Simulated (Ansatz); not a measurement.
Habitual settings against a tight run: Y2Ge2Ru (C2/m, 10 atoms in the cell)

Self-consistent single point.

```yaml
crystal:
  lattice:
    - [5.35338, -2.13024, 0.00000]
    - [5.35338, 2.13024, 0.00000]
    - [-4.81453, 0.00000, 8.90599]
  atoms:
    - { symbol: Y, position: [0.18396, 0.18396, 0.11136] }
    - { symbol: Y, position: [0.81604, 0.81604, 0.88864] }
    - { symbol: Y, position: [0.99998, 0.99998, 0.32762] }
    - { symbol: Y, position: [0.00002, 0.00002, 0.67238] }
    - { symbol: Ge, position: [0.35327, 0.35327, 0.43508] }
    - { symbol: Ge, position: [0.64673, 0.64673, 0.56492] }
    - { symbol: Ge, position: [0.48897, 0.48897, 0.12444] }
    - { symbol: Ge, position: [0.51103, 0.51103, 0.87556] }
    - { symbol: Ru, position: [0.27086, 0.27086, 0.62782] }
    - { symbol: Ru, position: [0.72914, 0.72914, 0.37218] }
```

Level of theory: LDA (PW92), PAW files made with PBE (plane waves; Ansatz, an electronic-structure program).

Base settings: basis.ecutwfc = 420 eV; kpoints.mp_grid.grid = 5 5 2; hamiltonian.xc = lda; hamiltonian.pseudopotentials = {kind: paw} (the program's default PAW files); scf.occupations.method = fermi_dirac; scf.occupations.width = 0.136 eV.

Tight run (finer mesh or higher cutoff; not a proven limit): basis.ecutwfc: 420 eV → 590 eV; kpoints.mp_grid.grid: 5 5 2 → 7 7 3; scf.convergence.dr2_threshold: default (1e-07 eV) → 1e-09 eV. It gave Fermi level (on the code's own zero) 13.02 eV; pressure -3.92 GPa; largest force (vector length) 0.153 eV/Å.

Quick runs, as changes from the base:
- A: the base itself
- B: basis.ecutwfc: 420 eV → 210 eV; kpoints.mp_grid.grid: 5 5 2 → 4 4 4; scf.convergence.dr2_threshold: default (1e-07 eV) → 0.001 eV
- C: basis.ecutwfc: 420 eV → 250 eV; kpoints.mp_grid.grid: 5 5 2 → 1 1 1; scf.convergence.dr2_threshold: default (1e-07 eV) → 0.001 eV

Energies are extrapolated to zero smearing width, which holds to low order in the width alone.

The count of work is k-points × plane waves × bands × iterations; it is no time. 

Pressures in the table are Ansatz's without its Pulay estimate, at a fixed set of plane waves; the tight run's value above holds the estimate.

The starting cell comes from a database of computed structures (which also holds hypothetical and non-ambient phases and stackings), without a prior relaxation at this level. Its lattice was rescaled by a random factor within 2.5 % of one. Spin polarisation is off. In the base run, with a pressure of about -4 GPa the cell is away from its equilibrium volume at this level.

```tsv
run	energy less tight (meV/atom)	pressure less tight (GPa)	largest miss in a force vector (eV/Å)	count of work / tight
A	0.9	-0.05	0.032	0.22
B	2143.1	-85.31	0.279	0.061
C	779.4	-24.87	2.578	0.0029
```

Among the runs at the tight run's level, the energy misses run from 0.9 to 2143.1 meV/atom.

Left out of this page: 3 runs of the series outside the window shown, repeating another row's setting, or not comparable.

Keys are those of Ansatz 0.2.
